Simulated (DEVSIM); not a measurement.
Structure: Schottky contact on n-type Si, at 400 K.

| layer (left to right) | material | thickness (μm) | Nd (cm⁻³) | τn (s) | τp (s) |
|---|---|---|---|---|---|
| 1 | Si | 0.380 | 2.7e16 | 5.6e-6 | 5.6e-6 |

Left contact: Schottky, work function 4.47 eV, emission velocity 1.7e6 cm/s. Right contact: ohmic. Voltage is applied to the left contact. Recombination: SRH at mid-gap, radiative, Auger. Gap narrowing is on: ΔEg = 6.92 meV × (l + √(l² + 0.5)), l = ln(N/1.3e17 cm⁻³), shared equally by both band edges. Mobility is μmin + (μ − μmin)/(1 + (N/Nref)^α).

The device is made up for the run: typed textbook-type constants, with dimensions and the other settings drawn at random. Values at 300 K; Nc and Nv go as T^1.5, mobilities as T to minus their exponent, the gap by Varshni's rule with the affinity fixed.

```tsv
parameter	Si
gap (eV)	1.124
affinity (eV)	4.05
permittivity	11.7
Nc (cm⁻³)	2.86e19
Nv (cm⁻³)	3.1e19
μn (cm²/Vs)	1417
μp (cm²/Vs)	470
μn,min	52
μp,min	45
Nref,n	9.7e16
Nref,p	2.2e17
αn	0.68
αp	0.72
T exponent of μn	2.3
T exponent of μp	2.2
B (cm³/s)	4.7e-15
Cn (cm⁶/s)	2.8e-31
Cp (cm⁶/s)	9.9e-32
Varshni α (eV/K)	0.000473
Varshni β (K)	636
```

DEVSIM, 1D drift-diffusion, Boltzmann statistics, complete ionisation; no tunnelling, impact ionisation, image-force lowering or self-heating. Metal contacts follow the ideal Schottky-Mott rule: no Fermi-level pinning, no interface dipoles.

**Question.** Tabulate band edges, carrier densities and field at -5.0 V on the left contact.

**Answer.** Energies count from the Fermi level of the right contact; mesh points crowd at the junctions.

| x (μm) | Ec (eV) | Ev (eV) | n (cm⁻³) | p (cm⁻³) | field (V/cm) |
|---|---|---|---|---|---|
| 0.000 | 5.420 | 4.324 | 3.4e12 | 1.5e11 | -210000 |
| 0.005375 | 5.304 | 4.209 | 3.4e12 | 5.8e9 | -210000 |
| 0.01180 | 5.168 | 4.073 | 3.4e12 | 4.6e8 | -210000 |
| 0.01946 | 5.008 | 3.913 | 3.5e12 | 3.6e8 | -210000 |
| 0.03277 | 4.737 | 3.641 | 3.6e12 | 3.7e8 | -200000 |
| 0.04452 | 4.503 | 3.407 | 3.7e12 | 3.7e8 | -200000 |
| 0.05856 | 4.231 | 3.136 | 3.8e12 | 3.9e8 | -190000 |
| 0.08290 | 3.779 | 2.683 | 4.0e12 | 4.1e8 | -180000 |
| 0.1044 | 3.400 | 2.305 | 4.2e12 | 4.3e8 | -170000 |
| 0.1358 | 2.882 | 1.787 | 4.6e12 | 4.6e8 | -160000 |
| 0.1676 | 2.399 | 1.304 | 5.0e12 | 5.0e8 | -150000 |
| 0.2120 | 1.795 | 0.700 | 5.8e12 | 5.8e8 | -130000 |
| 0.2439 | 1.413 | 0.318 | 6.5e12 | 6.4e8 | -110000 |
| 0.2705 | 1.125 | 0.030 | 7.2e12 | 7.1e8 | -100000 |
| 0.3007 | 0.836 | -0.260 | 8.2e12 | 8.1e8 | -90000 |
| 0.3181 | 0.686 | -0.409 | 9.1e12 | 8.8e8 | -82000 |
| 0.3327 | 0.570 | -0.525 | 1.3e13 | 9.5e8 | -76000 |
| 0.3449 | 0.480 | -0.615 | 4.9e13 | 1.0e9 | -71000 |
| 0.3587 | 0.386 | -0.709 | 6.1e14 | 1.1e9 | -65000 |
| 0.3667 | 0.335 | -0.760 | 2.6e15 | 1.1e9 | -62000 |
| 0.3734 | 0.294 | -0.801 | 8.6e15 | 1.2e9 | -60000 |
| 0.3800 | 0.255 | -0.840 | 2.7e16 | 1.2e9 | -59000 |
